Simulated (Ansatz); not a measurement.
Here is the system:

End structure of N on the 1x1 (110) surface of bcc W, one in a 2x2 cell, started at the site 'bridge W-W (span 3.2 Å)':

```xyz
17
Lattice="5.5154 0.0000 0.0000 -1.8385 5.1999 0.0000 0.0000 0.0000 26.0000" Properties=species:S:1:pos:R:3 pbc="T T T"
W      0.9192     1.3000     9.6951
W      0.0000     3.8999     9.6951
W      3.6769     1.3000     9.6951
W      2.7577     3.8999     9.6951
W      0.0000     0.0000    11.8698
W     -0.9192     2.6000    11.8698
W      2.7577     0.0000    11.8698
W      1.8385     2.6000    11.8698
W      0.9192     1.3000    14.1177
W      0.0000     3.8999    14.1588
W      3.6769     1.3000    14.1588
W      2.7577     3.8999    14.0838
W     -0.0181    -0.0256    16.3560
W     -0.9285     2.6065    16.3253
W      2.7669    -0.0065    16.3253
W      1.8566     2.6256    16.3560
N      0.9192     1.3000    17.4519
```

Model: 17-atom slab, 6.6 Å thick at the start under the adsorbate (thin: gaps and levels are the slab's own), 6x6x1 mesh, Fermi-Dirac 0.1 eV, dipole correction, single point; on the structure that PBE left under its start's symmetry; no spin, no spin-orbit, no U, no dispersion correction. At the end it is bonded to 4 W. In PBE it is, or lies within 0.03 eV of, the lowest of the starts that converged; the order may differ at this level.

A negative adsorption energy means that the adsorbate is more stable on the surface than in its reference.

**Question.** Give the work function of the top face at the level Ansatz (an electronic-structure program) with r2SCAN, at the PBE geometry.

**Answer.** 5.04 eV

**Question.** Give the change of the work function at the level r2SCAN, at the PBE geometry.

**Answer.** 0.14 eV

**Question.** Give the adsorption energy against ½ N2(g) at the same level at the level r2SCAN, at the PBE geometry.

**Answer.** -2.19 eV

**Question.** What change of the step from the bottom to the top vacuum level, against the clean slab does r2SCAN, at the PBE geometry give?

**Answer.** 0.13 eV
